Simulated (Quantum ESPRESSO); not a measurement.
Input and output of a self-consistent single point for SnO (P4/nmm, 4 atoms in the cell) (Quantum ESPRESSO).

Level of theory: PBE, GBRV 1.5 ultrasoft (PBE) pseudopotentials (plane waves; Quantum ESPRESSO 7.5).

The change in words: lattice scaled by 0.98. Reference geometry:
```
CELL_PARAMETERS angstrom
      3.79126     0.00000     0.00000
      0.00000     3.79126     0.00000
      0.00000     0.00000     4.82887
ATOMIC_POSITIONS crystal
  Sn 0.50000 0.00000 0.76200
  Sn 0.00000 0.50000 0.23800
  O  0.50000 0.50000 0.00000
  O  0.00000 0.00000 0.00000
```

Reference input (self-consistent single point, DFT, PBE, plane waves, GBRV 1.5 ultrasoft (PBE) pseudopotentials): ecutwfc = 40 Ry; ecutrho = 200 Ry; occupations = smearing; smearing = fermi-dirac; degauss = 0.00147 Ry; potentials = {Sn: sn_pbe_v1.4.uspp.F.UPF, O: o_pbe_v1.2.uspp.F.UPF}; K_POINTS = automatic 7 7 6 0 0 0; conv_thr = 1e-10 Ry. This run's input differs from it in these lines:

```diff
@@ -10,4 +10,4 @@
  ibrav = 6,
- A = 3.7912600000,
- C = 4.8288680000,
+ A = 3.7154350000,
+ C = 4.7322910000,
  nat = 4,
@@ -27,5 +27,5 @@
 ATOMIC_POSITIONS angstrom
-Sn    1.8956300000    0.0000000000    3.6795974160
-Sn    0.0000000000    1.8956300000    1.1492705840
-O     1.8956300000    1.8956300000    0.0000000000
+Sn    1.8577175000    0.0000000000    3.6060057420
+Sn    0.0000000000    1.8577175000    1.1262852580
+O     1.8577175000    1.8577175000    0.0000000000
 O     0.0000000000    0.0000000000    0.0000000000
```

Output, abridged:

```
     Self-consistent Calculation

     iteration #  1     ecut=    40.00 Ry     beta= 0.70

     total energy              =    -382.66815315 Ry
     estimated scf accuracy    <       1.29378419 Ry

     iteration #  2     ecut=    40.00 Ry     beta= 0.70

     total energy              =    -382.95076757 Ry
     estimated scf accuracy    <       0.61063785 Ry

     iteration #  3     ecut=    40.00 Ry     beta= 0.70

     total energy              =    -383.10566673 Ry
     estimated scf accuracy    <       0.16518383 Ry

   [... 7 blocks of this kind left out ...]

     iteration # 11     ecut=    40.00 Ry     beta= 0.70

     total energy              =    -383.13433961 Ry
     estimated scf accuracy    <          4.0E-10 Ry

     iteration # 12     ecut=    40.00 Ry     beta= 0.70
     End of self-consistent calculation

     the Fermi energy is    11.3529 ev

!    total energy              =    -383.13433961 Ry
     estimated scf accuracy    <          4.7E-12 Ry
     smearing contrib. (-TS)   =      -0.00004845 Ry
     internal energy E=F+TS    =    -383.13429115 Ry

     convergence has been achieved in  12 iterations

     Forces acting on atoms (cartesian axes, Ry/au):

     atom    1 type  1   force =     0.00000000    0.00000000   -0.05842963
     atom    2 type  1   force =     0.00000000    0.00000000    0.05842963
     atom    3 type  2   force =     0.00000000    0.00000000   -0.00000000
     atom    4 type  2   force =     0.00000000    0.00000000    0.00000000

     Total force =     0.082632     Total SCF correction =     0.000010

          total   stress  (Ry/bohr**3)                   (kbar)     P=      126.19
   0.00093098   0.00000000   0.00000000          136.95        0.00        0.00
   0.00000000   0.00093098   0.00000000            0.00      136.95        0.00
   0.00000000   0.00000000   0.00071158            0.00        0.00      104.68

   JOB DONE.
```

The run converged in 12 iterations. Against the reference run the free energy rises by 56.4 meV/atom, the pressure goes from 5.24 to 12.62 GPa and the largest force goes from 0.527 to 1.502 eV/Å.

The starting cell has typed, rounded lattice constants, without a prior relaxation at this level. Its lattice was rescaled by a random factor within 2.5 % of one. For this run, on top of that: lattice scaled by 0.98. With a pressure of about 13 GPa the cell is away from its equilibrium volume at this level. Forces in this geometry exceed 1 eV/Å. The run gives no clean gap (levels at the Fermi energy touch, overlap or are partly filled at this smearing), which alone does not show that the compound is a metal.

Cost on one core of a shared machine: roughly 40 s.
